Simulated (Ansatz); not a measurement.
**Predicting one run from its neighbours: the energy against the vacuum, a (111) slab of Sn (cut from a parent of space group no. 227; 4 atoms in the cell)**

```xyz
4
Lattice="4.6022 0.0000 0.0000 2.3011 3.9856 0.0000 0.0000 0.0000 36.5760" Properties=species:S:1:pos:R:3 pbc="T T T"
Sn     4.0269     2.3249    15.0000
Sn     4.0269     2.3249    17.8183
Sn     6.3280     3.6535    18.7577
Sn     6.3280     3.6535    21.5760
```

Computed with PBE (plane waves, PAW; Ansatz, a first-principles code).

Base settings: basis.ecutwfc = 30.9 Ry; kpoints.mp_grid.grid = 6 6 1; hamiltonian.xc = pbe; hamiltonian.pseudopotentials = {kind: paw} (the program's default PAW files); scf.occupations.method = fermi_dirac; scf.occupations.width = 0.0015 Ry.

The last step of the ladder, which sets the zero, is vacuum between outermost atoms (Å) = 30.0.

The starting cell has typed, rounded lattice constants, without a prior relaxation at this level. The slab is cut from that crystal, and its faces are unrelaxed. Its lattice was rescaled by up to half a per cent.

The differences are negative here: closer images bind.

An empirical form: the interaction of two facing surfaces decays exponentially with the gap, by the tails of the wave functions or, on ionic faces, by the in-plane pattern of charges: ln|ΔF| = a + b·d. One k-point is taken across the vacuum.

| vacuum (Å) | size of F less the last step's (meV/atom) | ln of it |
|---|---|---|
| 3.0 | 126.02 | 4.836 |
| 4.0 | 49.11 | 3.894 |
| 5.0 | 19.56 | 2.973 |
| 6.0 | ? | ? |
| 7.0 | 3.18 | 1.157 |

Question: Fit the line to the 4 rows given and predict the withheld one.

Answer: Means: x̄ = 4.7500, ȳ = 3.2150. Σ(x − x̄)(y − ȳ) = -8.037 and Σ(x − x̄)² = 8.750, so b = -0.9185 and a = ȳ − b·x̄ = 7.5779; the decay length is 1.09 Å. The largest residual of the fitted rows is 0.014. At x = 6.0 the line gives 2.067, that is 7.90 meV/atom. The run gave 8.05 meV/atom, a miss of 0.15 meV/atom (2 %). The table is a window of a longer ladder. The rows were chosen because the form fits them, the withheld one included, so this shows the method and is no test of the form.

Left out of this page: 7 runs of the series outside the window shown, repeating another row's setting, or not comparable.

Keys are those of Ansatz 0.2.
